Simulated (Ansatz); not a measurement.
Start from Al2O3 in the corundum structure (space group R-3c, No. 167; a = 4.759 Å, c = 12.995 Å (hexagonal axes)). Axes: x lies along a and z along c of the hexagonal cell.

Method: r2SCAN in Ansatz (plane waves to 500 eV, PAW, spin-orbit coupling left out).

Before the change:

The pressure is 0.00 GPa and the shortest interatomic distance is 1.856 Å.

Now apply this change: a pure shear with ε_xy = ε_yx = -0.0250; the atoms relax in the strained cell.

Problem. Predict the new pressure, energy relative to the base, largest internal atomic displacement and shortest interatomic distance.

Solution. The pressure (mean of the normal stresses, compression positive) goes from zero to 0.40 GPa; the energy increases by 11 meV/atom; the largest internal atomic displacement is 0.020 Å; the shortest interatomic distance drops by 0.026 Å to 1.830 Å.

Stability against distortions was not tested.

Ansatz is an electronic-structure program.
